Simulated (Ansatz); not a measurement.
Cubic perovskite CsHgBr₃ (idealised or unconfirmed structure) was calculated with rVV10 (Ansatz, a first-principles code, plane waves, PAW).

Run with plane-wave cutoff 520 eV, 10×10×10 k mesh, Fermi–Dirac smearing 0.05 eV, scalar-relativistic PAW data made under PBE.

Energies at three volumes about the minimum:

```tsv
V (Å³/atom)	E − E_lowest (meV/atom)
34.964	1.44
35.678	0.00
36.391	1.05
```

### Question
Fit a parabola by hand: where is the minimum, what lattice constant follows, and what is the bulk modulus?

### Answer
Slopes: (0.00 − 1.44)/(35.678 − 34.964) = -2.017 and (1.05 − 0.00)/(36.391 − 35.678) = 1.473 meV/Å³. Curvature E″ = 2 × (1.473 − (-2.017))/(36.391 − 34.964) = 4.891 meV/Å⁶. From the middle of the first interval, the slope vanishes at V0 = 35.3210 − (-2.017)/4.891 = 35.733 Å³/atom. B = V0 E″ = 35.733 × 4.891 meV/Å³ × 0.1602 GPa per meV/Å³ = 28.0 GPa. With 5 atoms in the cube, a = (5 × 35.733)^(1/3) = 5.632 Å. The full Birch–Murnaghan fit to all volumes gives V0 = 35.718 Å³/atom and B0 = 27.7 GPa.

Note: the relaxation could not lower the start's symmetry, so the cell can be a saddle point above a distorted one.
